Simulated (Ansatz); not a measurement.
An Ansatz (a program for electronic structure) input for (Ta,Nb)ON alloy cell Nb7TaN8O8 (baddeleyite start):

Ansatz 0.2 input:
```yaml
crystal:
  lattice:
    - [4.125798809, 0.000162397, 5.13964141]
    - [-5.005274625, 5.057329117, 0.007518394]
    - [-5.009616902, -5.061625064, 0.010690226]
  atoms:
    - { symbol: Nb, position: [0.719197364, 0.938181546, 0.48594488] }
    - { symbol: Nb, position: [0.71985729, 0.43856645, 0.987584875] }
    - { symbol: Nb, position: [0.280719952, 0.561548135, 0.012391024] }
    - { symbol: Nb, position: [0.28031399, 0.061333494, 0.512463004] }
    - { symbol: Nb, position: [0.779798229, 0.01254078, 0.060983048] }
    - { symbol: Nb, position: [0.780308706, 0.512199351, 0.561125864] }
    - { symbol: Nb, position: [0.219745427, 0.487608201, 0.438542538] }
    - { symbol: Ta, position: [0.217153373, 0.987072382, 0.938739705] }
    - { symbol: N, position: [0.975250816, 0.138179236, 0.392245493] }
    - { symbol: N, position: [0.975150652, 0.639053166, 0.892805116] }
    - { symbol: N, position: [0.024865856, 0.362289293, 0.106586887] }
    - { symbol: N, position: [0.024371966, 0.862311263, 0.606325472] }
    - { symbol: N, position: [0.524768965, 0.606335482, 0.361816567] }
    - { symbol: N, position: [0.523923058, 0.106643302, 0.862675538] }
    - { symbol: N, position: [0.475234083, 0.893108148, 0.138820255] }
    - { symbol: N, position: [0.475124553, 0.392774399, 0.638153024] }
    - { symbol: O, position: [0.350068941, 0.805051381, 0.483865213] }
    - { symbol: O, position: [0.349659029, 0.305019717, 0.984031606] }
    - { symbol: O, position: [0.650761901, 0.695040564, 0.016946458] }
    - { symbol: O, position: [0.650918167, 0.194855534, 0.517099663] }
    - { symbol: O, position: [0.150720057, 0.516683987, 0.695131896] }
    - { symbol: O, position: [0.151339945, 0.016926023, 0.194741526] }
    - { symbol: O, position: [0.850902975, 0.983339401, 0.805893281] }
    - { symbol: O, position: [0.849844721, 0.483338757, 0.305087064] }
basis:
  ecutwfc: 420
  ecutrho_ratio: 4
  xc_grid: 2
kpoints:
  mp_grid: { grid: [4, 4, 4] }
hamiltonian:
  xc: pbe
  dispersion: none
  pseudopotentials: { kind: paw }
scf:
  n_extra_bands: 32
  occupations: { method: fermi_dirac, width: 0.01 }
output:
  eigenstates:
    kpoints:
      - [0.0, 0.0, 0.0]
      - [-0.5, -0.5, -0.5]
      - [0.0, -0.5, -0.5]
      - [-0.5, 0.0, 0.0]
    e_range: [-5, 6]
    localisation: true
  eigenvalues: true
magnetization:
  noncollinear: true
  spin_orbit: true
```

The numbers are results of PBE with spin-orbit coupling (plane waves to 420 eV, PAW; Ansatz), not measurements. The runs are not spin-polarised. Its k-point mesh 4×4×4, Fermi–Dirac width 0.01 eV.

What does the end of the output print (band table and long remarks left out, numbers rounded to eight decimals)?


```
SCF converged after 12 iterations
Magnetization: |M| = 0.0000 μB,  M = (+0.0000, +0.0000, +0.0000) μB
Absolute magnetization: 0.0000 μB (∫|m|)
  site 0: m = (+0.0000, +0.0000, +0.0000) μB, |m| = 0.0000 μB  (R = 0.83 Å)
  site 1: m = (+0.0000, +0.0000, +0.0000) μB, |m| = 0.0000 μB  (R = 0.82 Å)
  site 2: m = (+0.0000, +0.0000, +0.0000) μB, |m| = 0.0000 μB  (R = 0.82 Å)
  site 3: m = (+0.0000, +0.0000, +0.0000) μB, |m| = 0.0000 μB  (R = 0.83 Å)
  site 4: m = (+0.0000, +0.0000, +0.0000) μB, |m| = 0.0000 μB  (R = 0.82 Å)
  site 5: m = (+0.0000, +0.0000, +0.0000) μB, |m| = 0.0000 μB  (R = 0.82 Å)
  site 6: m = (+0.0000, +0.0000, +0.0000) μB, |m| = 0.0000 μB  (R = 0.82 Å)
  site 7: m = (+0.0000, +0.0000, +0.0000) μB, |m| = 0.0000 μB  (R = 0.82 Å)
  site 8: m = (+0.0000, +0.0000, +0.0000) μB, |m| = 0.0000 μB  (R = 0.85 Å)
  site 9: m = (+0.0000, +0.0000, +0.0000) μB, |m| = 0.0000 μB  (R = 0.85 Å)
  site 10: m = (+0.0000, +0.0000, +0.0000) μB, |m| = 0.0000 μB  (R = 0.85 Å)
  site 11: m = (+0.0000, +0.0000, +0.0000) μB, |m| = 0.0000 μB  (R = 0.85 Å)
  site 12: m = (+0.0000, +0.0000, +0.0000) μB, |m| = 0.0000 μB  (R = 0.85 Å)
  site 13: m = (+0.0000, +0.0000, +0.0000) μB, |m| = 0.0000 μB  (R = 0.85 Å)
  site 14: m = (+0.0000, +0.0000, +0.0000) μB, |m| = 0.0000 μB  (R = 0.85 Å)
  site 15: m = (+0.0000, +0.0000, +0.0000) μB, |m| = 0.0000 μB  (R = 0.85 Å)
  site 16: m = (+0.0000, +0.0000, +0.0000) μB, |m| = 0.0000 μB  (R = 0.82 Å)
  site 17: m = (+0.0000, +0.0000, +0.0000) μB, |m| = 0.0000 μB  (R = 0.82 Å)
  site 18: m = (+0.0000, +0.0000, +0.0000) μB, |m| = 0.0000 μB  (R = 0.82 Å)
  site 19: m = (+0.0000, +0.0000, +0.0000) μB, |m| = 0.0000 μB  (R = 0.82 Å)
  site 20: m = (+0.0000, +0.0000, +0.0000) μB, |m| = 0.0000 μB  (R = 0.82 Å)
  site 21: m = (+0.0000, +0.0000, +0.0000) μB, |m| = 0.0000 μB  (R = 0.83 Å)
  site 22: m = (+0.0000, +0.0000, +0.0000) μB, |m| = 0.0000 μB  (R = 0.83 Å)
  site 23: m = (+0.0000, +0.0000, +0.0000) μB, |m| = 0.0000 μB  (R = 0.82 Å)
Free energy (F): -49461.694393 eV
Harris-Foulkes:  -49461.694393 eV  (|F-HF|=2.41e-8)
Internal energy: -49461.694393 eV  (E = F + TS)
E sigma→0 (E₀):  -49461.694393 eV
Fermi energy:    13.510941 eV
--- Per-component energies (eV) ---
  E_band       = -780.954556
  E_kinetic    = 5569.101825
  E_local      = -10155.156731  (includes V_loc(G=0)·N_el)
  E_nonlocal   = 1563.618842
  E_hartree    = 3296.759739
  E_xc         = -2522.166645
  E_vxc        = -3064.169235  (∫ρ·V_xc dr)
  E_paw        = -32205.870183  (= ΣΔE_a)
  E_vpaw       = -1287.890979  (= ΣTr[D̂ρ^β])
  E_aug_tail   = 0.020522  (compensation charges beyond the density's cutoff)
  E_ewald      = -15008.001761
  E_smearing   = 0.000000  (= −TS)
  E_closure    = 0.000000  (closes the sum)
  Σ components = -49461.694393   (vs F -49461.694393, Δ=0.00e0)
```

Cost: around 17 core-minutes (rough).
